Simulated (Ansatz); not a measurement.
Consider BP in the zinc blende structure (space group F-43m, No. 216; a = 4.5483 Å).

(Cell as relaxed with PBE.)

Levels (all Ansatz, a program for electronic structure, PAW, earlier PAW set): PBE (420 eV, no SOC); r2SCAN (500 eV, scalar-relativistic without spin-orbit coupling).

Each level relaxes its own structure.

```
base                      PBE    r2SCAN
-------------------  --------  --------
volume per atom      11.76 Å³  11.67 Å³
lattice parameter a   4.548 Å   4.536 Å
band gap              1.25 eV   1.41 eV
```

One thing is altered: a hydrostatic pressure of 100 GPa.

```json
[
 {"quantity": "smallest direct gap", "PBE": "4.21 eV", "r2SCAN": "(withheld)"},
 {"quantity": "band gap", "PBE": "0.62 eV", "r2SCAN": "(withheld)"},
 {"quantity": "shift of the gap caused by the change", "PBE": "-0.63 eV", "r2SCAN": "(withheld)"},
 {"quantity": "lattice parameter a", "PBE": "4.070 Å", "r2SCAN": "(withheld)"}
]
```

**Question.** What does r2SCAN give?

**Answer.** 
- smallest direct gap, r2SCAN: 4.44 eV
- band gap, r2SCAN: 0.78 eV
- shift of the gap caused by the change, r2SCAN: -0.63 eV
- lattice parameter a, r2SCAN: 4.069 Å

PBE's smallest direct gap lies 0.23 eV below r2SCAN's; PBE's band gap lies 0.16 eV below r2SCAN's; the two agree on the shift of the gap caused by the change. Neither level is exact; r2SCAN is the comparison here, not a measurement.

Load acts through the strain it causes; cell and atoms are relaxed under it. Whether these cells are dynamically stable was not tested. No other phases were tried under pressure.
